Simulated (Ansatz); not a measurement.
Start from SrTe in the rock salt structure (space group Fm-3m, No. 225; a = 6.607 Å). Axes: x, y, z lie along the cube axes.

The values are results of PBEsol, PAW, 420 eV (Ansatz, an electronic-structure program; scalar-relativistic without spin-orbit coupling), not measurements.

Strains are applied to the cell and any free atomic positions relax; under biaxial strain the out-of-plane vector relaxes too.

One change was made to it. Results:

| quantity | base | after |
|---|---|---|
| pressure (mean of the normal stresses, compression positive) | 0.00 GPa | 0.67 GPa |
| smallest direct gap | 2.33 eV | 2.27 eV |

**Question.** Name the change that was made.
A. biaxial strain +1.00 %, plane normal [001], relaxed out of plane
B. biaxial strain −1.00 %, plane normal [001], relaxed out of plane
C. biaxial strain −1.50 %, plane normal [001], relaxed out of plane
D. biaxial strain −2.50 %, plane normal [001], relaxed out of plane

**Answer.** B, biaxial strain −1.00 %, plane normal [001], relaxed out of plane. For comparison, the pressure in the other runs: biaxial strain +1.00 %, plane normal [001], relaxed out of plane gives -0.59 GPa; biaxial strain −2.50 %, plane normal [001], relaxed out of plane gives 1.86 GPa; biaxial strain −1.50 %, plane normal [001], relaxed out of plane gives 1.04 GPa.

Spin-orbit coupling, missing from the scalar runs, can matter with Te. Stability against distortions was not tested.
